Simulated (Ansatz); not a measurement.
How the formation enthalpy of CdO (model structure, started from the PtS type, P4₂/mmc, No. 131, 4 atoms in the cell) moves with the method

No measured value is used here.

```
level (code)         value (eV/atom)
-------------------  ---------------
PBE (Ansatz)                       …
PBEsol (Ansatz)               -0.839
PBE-D3(BJ) (Ansatz)           -0.839
```

What belongs in the gaps?


- PBE (Ansatz, a program for electronic structure), value (eV/atom): -0.825

Each level is taken at its own relaxed cell. Ansatz's density-functional and Hartree–Fock values are scalar-relativistic unless marked +SOC, with PAW data made under PBE.

A model structure was made by putting elements into a prototype or built by hand; it is no filed structure, need not be a known phase, and can be a saddle point held by its symmetry.
